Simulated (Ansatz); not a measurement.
Take Ag in the fcc (Cu type) structure (space group Fm-3m, No. 225; relaxed with 0.1 eV smearing) as the base.

```
CELL_PARAMETERS angstrom
      0.00000     2.02691     2.02691
      2.02691     0.00000     2.02691
      2.02691     2.02691     0.00000
ATOMIC_POSITIONS crystal
  Ag 0.00000 0.00000 0.00000
```

Cartesian axes are those of the cell as printed.

The values are results of PBEsol, PAW, 420 eV (Ansatz, a quantum-chemistry and plane-wave program; spin-orbit coupling left out), not measurements.

Before the change:

| Quantity | Result |
|---|---|
| Pressure | 0.0 GPa |
| Shortest interatomic distance | 2.866 Å |

Perturbation: strain tensor (xx, yy, zz, yz, xz, xy) = (+2.25, +0.36, −0.61, +0.69, −0.81, −0.53) %, atoms relaxed at fixed cell.

Task: Predict the new pressure.

Result: The pressure (mean of the normal stresses, compression positive) goes from zero to -2.1 GPa.

Task: What does the calculation give for the shortest interatomic distance after the change?

Result: The shortest interatomic distance drops by 0.023 Å (2.866 Å → 2.843 Å).

Task: How does this affect the energy relative to the base?

Result: The energy goes up by 4.6 meV/atom.

Stability against distortions was not tested.
